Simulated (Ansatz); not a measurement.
We consider antifluorite Be2C, described by BLYP (Ansatz, a quantum-chemistry and plane-wave program, plane waves, PAW).

Run with plane-wave cutoff 520 eV, 14×14×14 k mesh, Fermi–Dirac smearing 0.01 eV, scalar-relativistic PAW data made under PBE.

Cell (relaxed at this level):

```cif
data_C4Be8
_chemical_formula_sum 'Be8 C4'
_space_group_name_H-M_alt 'Fm-3m'
_space_group_IT_number 225
_space_group_name_Hall '-F 4 2 3'
_cell_length_a 4.34555
_cell_length_b 4.34555
_cell_length_c 4.34555
_cell_angle_alpha 90.000
_cell_angle_beta 90.000
_cell_angle_gamma 90.000
loop_
_atom_site_label
_atom_site_type_symbol
_atom_site_symmetry_multiplicity
_atom_site_Wyckoff_symbol
_atom_site_fract_x
_atom_site_fract_y
_atom_site_fract_z
_atom_site_occupancy
Be1 Be 8 c 0.25000 0.25000 0.25000 1
C1 C 4 a 0.00000 0.00000 0.00000 1
```
(The calculation used a cell of 3 atoms; values per cell refer to that cell.)

Task: Predict the bulk modulus B0, band gap, smallest direct gap on the k points sampled and pressure derivative B′ of the bulk modulus.

Result: 
* **bulk modulus B0**: 196 GPa
* **band gap**: 1.58 eV (indirect)
* **smallest direct gap on the k points sampled**: 4.22 eV
* **pressure derivative B′ of the bulk modulus**: 3.5

The computed numbers hold no vibrational or temperature effects.

Computing time: roughly 14 core-seconds.
